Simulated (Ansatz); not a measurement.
Take HfC in the rock salt structure (space group Fm-3m, No. 225; a = 4.651 Å; relaxed with 0.1 eV smearing) as the base. Axes: x, y, z lie along the cube axes.

Level of theory: PBE in Ansatz (plane waves to 420 eV, PAW, without spin-orbit coupling).

It is then changed as follows: the cell is scaled by 0.9700 in all directions; the atoms relax in the strained cell.

### Question
Predict the stress tensor and what it implies for the stiffness.

### Answer
Stress of the strained cell less that of the base (GPa, compression positive):
```
   25.6     0.0     0.0
    0.0    25.6     0.0
    0.0     0.0    25.6
```

Then B = −ΔP/(ΔV/V₀) with ΔV/V₀ = -0.0873 gives secant stiffness values (nonlinear terms included at this strain): B ≈ 293 GPa.

As a check, the harmonic strain energy −½ V₀ Δσ:ε is 90 meV/atom; the computed energy rise is 81 meV/atom.

Whether these cells are dynamically stable was not tested. All final runs are without spin polarisation.

Ansatz is a quantum-chemistry and plane-wave program.
